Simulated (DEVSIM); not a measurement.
Device: TaN/SiO2/n-Si capacitor, at 300 K.

```tsv
layer (left to right)	material	thickness (nm)	Nd (cm⁻³)
1	SiO2	50.0	-
2	Si	11000	2.8e15
```

Metal gate on the left, work function 4.4 eV. Fixed charge at the semiconductor interface 2.6e11 cm⁻² (in units of +e); interface traps 2e12 cm⁻² eV⁻¹, uniform in energy, neutral level at 0.3 of the gap above the valence band.

This is a model device: material constants are rounded textbook-type values typed into the input, and sizes, dopings and lifetimes were drawn at random. Values at 300 K.

| parameter | SiO2 | Si |
|---|---|---|
| gap (eV) | 9 | 1.124 |
| affinity (eV) | 0.9 | 4.05 |
| permittivity | 3.9 | 11.7 |
| Nc (cm⁻³) | - | 2.86e19 |
| Nv (cm⁻³) | - | 3.1e19 |

Simulated with DEVSIM: 1D Poisson equation in equilibrium, Boltzmann statistics, complete ionisation; no quantum confinement or tunnelling. Metal contacts follow the ideal Schottky-Mott rule: no Fermi-level pinning, no interface dipoles.

### Question
Tabulate band edges, carrier densities and field at -6.0 V on the gate.

### Answer
Energies count from the Fermi level of the right contact; mesh points crowd at the junctions.

```json
[
 {"x (μm)": "0.000", "Ec (eV)": "9.500", "Ev (eV)": "0.500", "n (cm⁻³)": "< 1e2", "p (cm⁻³)": "< 1e2", "field (V/cm)": "-1100000"},
 {"x (μm)": "0.001993", "Ec (eV)": "9.290", "Ev (eV)": "0.290", "n (cm⁻³)": "< 1e2", "p (cm⁻³)": "< 1e2", "field (V/cm)": "-1100000"},
 {"x (μm)": "0.007244", "Ec (eV)": "8.736", "Ev (eV)": "-0.264", "n (cm⁻³)": "< 1e2", "p (cm⁻³)": "< 1e2", "field (V/cm)": "-1100000"},
 {"x (μm)": "0.02108", "Ec (eV)": "7.278", "Ev (eV)": "-1.722", "n (cm⁻³)": "< 1e2", "p (cm⁻³)": "< 1e2", "field (V/cm)": "-1100000"},
 {"x (μm)": "0.04247", "Ec (eV)": "5.023", "Ev (eV)": "-3.977", "n (cm⁻³)": "< 1e2", "p (cm⁻³)": "< 1e2", "field (V/cm)": "-1100000"},
 {"x (μm)": "0.04790", "Ec (eV)": "4.451", "Ev (eV)": "-4.549", "n (cm⁻³)": "< 1e2", "p (cm⁻³)": "< 1e2", "field (V/cm)": "-1100000"},
 {"x (μm)": "0.04996", "Ec (eV)": "4.234", "Ev (eV)": "-4.766", "n (cm⁻³)": "< 1e2", "p (cm⁻³)": "< 1e2", "field (V/cm)": "-1100000"},
 {"x (μm)": "0.05319", "Ec (eV)": "1.036", "Ev (eV)": "-0.088", "n (cm⁻³)": "110", "p (cm⁻³)": "1.0e18", "field (V/cm)": "-95000"},
 {"x (μm)": "0.06087", "Ec (eV)": "0.989", "Ev (eV)": "-0.135", "n (cm⁻³)": "700", "p (cm⁻³)": "1.7e17", "field (V/cm)": "-44000"},
 {"x (μm)": "0.08209", "Ec (eV)": "0.922", "Ev (eV)": "-0.202", "n (cm⁻³)": "9400", "p (cm⁻³)": "1.2e16", "field (V/cm)": "-26000"},
 {"x (μm)": "0.1408", "Ec (eV)": "0.787", "Ev (eV)": "-0.337", "n (cm⁻³)": "1700000", "p (cm⁻³)": "6.8e13", "field (V/cm)": "-21000"},
 {"x (μm)": "0.4055", "Ec (eV)": "0.376", "Ev (eV)": "-0.748", "n (cm⁻³)": "1.4e13", "p (cm⁻³)": "8300000", "field (V/cm)": "-9800"},
 {"x (μm)": "1.035", "Ec (eV)": "0.239", "Ev (eV)": "-0.885", "n (cm⁻³)": "2.8e15", "p (cm⁻³)": "42000", "field (V/cm)": "-13"},
 {"x (μm)": "2.774", "Ec (eV)": "0.239", "Ev (eV)": "-0.885", "n (cm⁻³)": "2.8e15", "p (cm⁻³)": "42000", "field (V/cm)": "≈ 0"},
 {"x (μm)": "8.162", "Ec (eV)": "0.239", "Ev (eV)": "-0.885", "n (cm⁻³)": "2.8e15", "p (cm⁻³)": "42000", "field (V/cm)": "≈ 0"},
 {"x (μm)": "10.01", "Ec (eV)": "0.239", "Ev (eV)": "-0.885", "n (cm⁻³)": "2.8e15", "p (cm⁻³)": "42000", "field (V/cm)": "≈ 0"},
 {"x (μm)": "10.69", "Ec (eV)": "0.239", "Ev (eV)": "-0.885", "n (cm⁻³)": "2.8e15", "p (cm⁻³)": "42000", "field (V/cm)": "≈ 0"},
 {"x (μm)": "10.92", "Ec (eV)": "0.239", "Ev (eV)": "-0.885", "n (cm⁻³)": "2.8e15", "p (cm⁻³)": "42000", "field (V/cm)": "≈ 0"},
 {"x (μm)": "11.02", "Ec (eV)": "0.239", "Ev (eV)": "-0.885", "n (cm⁻³)": "2.8e15", "p (cm⁻³)": "42000", "field (V/cm)": "≈ 0"},
 {"x (μm)": "11.04", "Ec (eV)": "0.239", "Ev (eV)": "-0.885", "n (cm⁻³)": "2.8e15", "p (cm⁻³)": "42000", "field (V/cm)": "≈ 0"},
 {"x (μm)": "11.05", "Ec (eV)": "0.239", "Ev (eV)": "-0.885", "n (cm⁻³)": "2.8e15", "p (cm⁻³)": "42000", "field (V/cm)": "≈ 0"},
 {"x (μm)": "11.05", "Ec (eV)": "0.239", "Ev (eV)": "-0.885", "n (cm⁻³)": "2.8e15", "p (cm⁻³)": "42000", "field (V/cm)": "≈ 0"}
]
```
